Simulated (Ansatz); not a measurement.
```xyz
2
Lattice="0.0000 3.2846 3.2846 3.2846 0.0000 3.2846 3.2846 3.2846 0.0000" Properties=species:S:1:pos:R:3 pbc="T T T"
Te     0.0000     0.0000     0.0000
Pb     3.2846     3.2846     3.2846
```

Spin-orbit coupling is not included. Unless called populations, κ holds the coherence term between modes besides the Boltzmann populations.

Q: Estimate the lattice thermal conductivity at 300 K from a three-phonon Boltzmann calculation with natural isotopes, Ansatz (a quantum-chemistry and plane-wave program), PBE functional, plane-wave PAW (third-order constants from a 54-atom supercell out to 6.9 Å, harmonic mesh 6×6×6, k mesh 6×6×6, scattering mesh 13×13×13).

A: κ = 1.3 W/(m K). The result is for a perfect infinite crystal and omits four-phonon processes.
